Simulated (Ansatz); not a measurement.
The reference is PbSe in the rock salt structure (space group Fm-3m, No. 225; a = 6.178 Å).

Calculations: Kohn–Sham DFT with the r2SCAN functional, run in Ansatz (a program for electronic structure) with PAW and 500 eV plane waves, no spin-orbit coupling.

```tsv
level	band gap
r2SCAN	0.67 eV
```

Q: From these computed values, estimate the measured ones, and say how each level misses.

A: Measured: band gap 0.27 eV (temperature not stated; as listed in Manish Kothakonda et al., ACS Materials Au (2022)). Computed minus measured — band gap: r2SCAN +0.40 eV. Measured values not marked as corrected hold thermal and zero-point effects that the static-lattice runs lack. A measured gap can be an optical one, lowered by exciton binding. Levels without spin-orbit coupling miss its effect on the gap.

Spin-orbit coupling, missing from the scalar runs, can matter with Pb. No phonon test of stability was made.
